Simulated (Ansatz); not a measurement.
The reference is InAgTe2 in the chalcopyrite structure (space group I-42d, No. 122; a = 6.569 Å, c = 12.999 Å).

All numbers come from Ansatz (a first-principles code) PBE, no SOC.

Base values:

| Property | Result |
|---|---|
| Lattice parameter a | 6.569 Å |

The change: a hydrostatic pressure of 0.9 GPa.

### Question
Estimate the effect on the lattice parameter a.

### Answer
The lattice parameter a shrinks by 0.050 Å, from 6.569 Å to 6.519 Å.

Load acts through the strain it causes; cell and atoms are relaxed under it. Whether these cells are dynamically stable was not tested.
